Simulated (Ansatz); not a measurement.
Input:

```
CELL_PARAMETERS angstrom
      4.15712     0.00000     0.00000
      0.00000     5.87906     0.00000
      0.00000     0.00000    25.39281
ATOMIC_POSITIONS crystal
  S  0.75000 0.50088 0.28943
  Cd 0.25000 0.30287 0.31412
  S  0.25000 0.98550 0.37940
  Cd 0.75000 0.73625 0.37231
  S  0.75000 0.48780 0.45661
  Cd 0.25000 0.23669 0.46222
  S  0.25000 0.98780 0.54339
  Cd 0.75000 0.73669 0.53778
  S  0.75000 0.48550 0.62060
  Cd 0.25000 0.23625 0.62769
  S  0.25000 0.00088 0.71057
  Cd 0.75000 0.80287 0.68588
```

No spin polarisation.

The values are results of r2SCAN (Ansatz, a program for electronic structure; PAW; 500 eV plane waves; without spin-orbit coupling), earlier PAW set, not measurements. Γ-centred 8×6×1 mesh, Fermi–Dirac width 0.05 eV. The cell is a slab with vacuum along z.

Problem. Predict the valence-band top at Γ and band gap.

Solution. The valence-band top at Γ (three highest levels, from the VBM) comes out as 0.00, -0.07, -0.16 eV. The band gap comes out as 1.92 eV.

Whether these cells are dynamically stable was not tested. The cell was made from CdS in the zinc blende structure (space group F-43m, No. 216) by this change: a free-standing slab of 6 layers (12 atoms, 2 a layer) is cut normal to [110], with 15 Å of vacuum and the in-plane cell held at bulk.
